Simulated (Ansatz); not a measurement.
Where the default PAW files enter, the runs use the earlier of Ansatz's two default sets.

Tunnelling through a barrier is set by its complex band structure: the current falls as exp(−2κd) with the smallest κ.

Given:

```
CELL_PARAMETERS angstrom
      3.88412     0.00000     0.00000
     -1.94206     3.36375     0.00000
      0.00000     0.00000    19.05231
ATOMIC_POSITIONS crystal
  Zn 0.33333 0.66667 0.83326
  Zn 0.66667 0.33333 0.33326
  Zn 0.66667 0.33333 0.66686
  Zn 0.33333 0.66667 0.16686
  Zn 0.00000 0.00000 0.49994
  Zn 0.00000 0.00000 0.99994
  S  0.33333 0.66667 0.95812
  S  0.66667 0.33333 0.45812
  S  0.66667 0.33333 0.79171
  S  0.33333 0.66667 0.29171
  S  0.00000 0.00000 0.62511
  S  0.00000 0.00000 0.12511
```

Space group of this cell: P6_3mc. The cell is strained (all lengths scaled by 1.02); by r2SCAN its mean pressure is -4.0 GPa.

Transport runs along the normal of the first two printed cell vectors, the (001) plane of the conventional cell.

The gap is the functional's own. No spin-orbit coupling. Mid-gap values are interpolated on the energy grid.

Problem. Compute, with r2SCAN in Ansatz (a first-principles code), the band gap and the smallest decay constant κ at mid-gap.

Solution. Gap 2.46 eV on a 12×12×2 mesh; κ = 0.163 1/Å, at the zone centre.
